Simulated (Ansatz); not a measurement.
# Ag (model structure, started from the simple cubic type, Pm-3m, No. 221, 1 atoms in the cell)

These are r²SCAN in Ansatz (plane waves, PAW) values and carry that method's errors.

Settings: plane-wave cutoff 560 eV, 20×20×20 k mesh, Fermi–Dirac smearing 0.05 eV, no spin polarisation, scalar-relativistic PAW data made under PBE.

Cell (relaxed at this level):

```
Ag
1.0
    2.71459     0.00000     0.00000
    0.00000     2.71459     0.00000
    0.00000     0.00000     2.71459
Ag
1
Direct
  0.00000   0.00000   0.00000
```

For Ag (model structure, started from the simple cubic type, Pm-3m, No. 221, 1 atoms in the cell), the band gap is none and the bulk modulus B0 comes out as 78.8 GPa.

Note: the bulk modulus is −V dP/dV from two relaxed cells at ±2 % in volume; the relaxation could raise the start's symmetry but not lower it, so the cell can be a saddle point.

Spin–orbit coupling is not included.

Static lattice: no zero-point or thermal effects.

It cost roughly 40 core-seconds of CPU time.

A model structure was made by putting elements into a prototype or built by hand; it is no filed structure, need not be a known phase, and can be a saddle point held by its symmetry.

Ansatz is a program for electronic structure.
